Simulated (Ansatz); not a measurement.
Pd: response to strain

The reference is Pd in the fcc (Cu type) structure (space group Fm-3m, No. 225; relaxed with 0.1 eV smearing).

```xyz
1
Lattice="0.0000 1.9207 1.9207 1.9207 0.0000 1.9207 1.9207 1.9207 0.0000" Properties=species:S:1:pos:R:3 pbc="T T T"
Pd     0.0000     0.0000     0.0000
```

Cartesian axes are those of the cell as printed.

Strains are applied to the cell and any free atomic positions relax.

All numbers come from LDA (Ansatz, a quantum-chemistry and plane-wave program, PAW, no spin-orbit coupling).

Notes on the quantities. energy relative to the base: free energy F.

```tsv
uniaxial strain ε_zz (%)	energy relative to the base (meV/atom)
-3	11.6
-2.5	?
-2	5.0
-1.5	2.8
-1	1.2
-0.5	0.3
0	0.0
```

Task: Fit ΔE = Aε² + Bε³ (ε in %) to the rows shown and predict the withheld row.

Result: Least squares on the printed values gives A = 1.18 and B = -0.036 meV/atom (largest residual 0.0 meV/atom); this predicts 7.9 meV/atom, and the run gives 7.9 meV/atom, in agreement.

Whether these cells are dynamically stable was not tested. The final runs are not spin-polarised.
